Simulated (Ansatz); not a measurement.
# Pressure series in CrCuO2

Start from CrCuO2 (space group R-3m, No. 166; a = 2.964 Å, c = 16.920 Å (hexagonal axes); ferromagnetic).

Cell and atoms are relaxed at each pressure.

Level of theory: Ansatz (an electronic-structure program) PBEsol, no SOC.

```
change            c/a ratio  shortest interatomic distance  band gap
----------------  ---------  -----------------------------  --------
base                  5.709                        1.829 Å   0.92 eV
pressure −2 GPa       5.682                        1.834 Å   0.98 eV
pressure −1 GPa         ___                            ___       ___
pressure 0.9 GPa      5.721                        1.827 Å   0.89 eV
pressure 2.1 GPa      5.737                        1.824 Å   0.86 eV
pressure 4.5 GPa      5.767                        1.819 Å   0.79 eV
pressure 9 GPa        5.823                        1.810 Å   0.67 eV
pressure 15 GPa       5.893                        1.798 Å   0.51 eV
```

Task: Fill in the withheld entries from the trend.

Result: 
- pressure −1 GPa, c/a ratio: 5.696
- pressure −1 GPa, shortest interatomic distance: 1.832 Å
- pressure −1 GPa, band gap: 0.95 eV

Load acts through the strain it causes; cell and atoms are relaxed under it. Whether these cells are dynamically stable was not tested. No other phases were tried under pressure. No Hubbard U is applied and the magnetic state is the run's own (CrCuO2 ferromagnetic); other magnetic orders, which need larger cells, were not tried and can change the gap. Where the two band edges lie in opposite spin channels, the gap is a spin-flip gap.
